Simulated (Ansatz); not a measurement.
Here is the system:

```
CELL_PARAMETERS angstrom
      3.49254     0.00000     0.00000
      0.00000     3.49254     0.00000
      0.00000     0.00000     4.96405
ATOMIC_POSITIONS crystal
  Zr 0.00000 0.00000 0.00000
  Zr 0.50000 0.50000 0.50000
  O  0.00000 0.50000 0.22476
  O  0.00000 0.50000 0.72476
  O  0.50000 0.00000 0.27524
  O  0.50000 0.00000 0.77524
```

No spin polarisation.

Computed with plane-wave PAW DFT at the PBEsol level (Ansatz, a first-principles code, 420 eV), without spin-orbit coupling, earlier PAW set. Γ-centred 9×9×7 mesh, Fermi–Dirac width 0.05 eV.

Problem. What electron mass does the calculation give?

Solution. 1.9 mₑ along c, 0.52 mₑ across (at Γ).

Problem. What band gap does the calculation give?

Solution. 3.86 eV.

Load acts through the strain it causes; cell and atoms are relaxed under it. Masses are band curvatures over ±0.01 Å⁻¹ around the edge. No phonon test of stability was made. Competing high-pressure phases were not computed. The cell was made from ZrO₂ (space group P4_2/nmc, No. 137) by this change: pressure 22.5 GPa. This is not the structure that ZrO2 has at room temperature and ambient pressure.
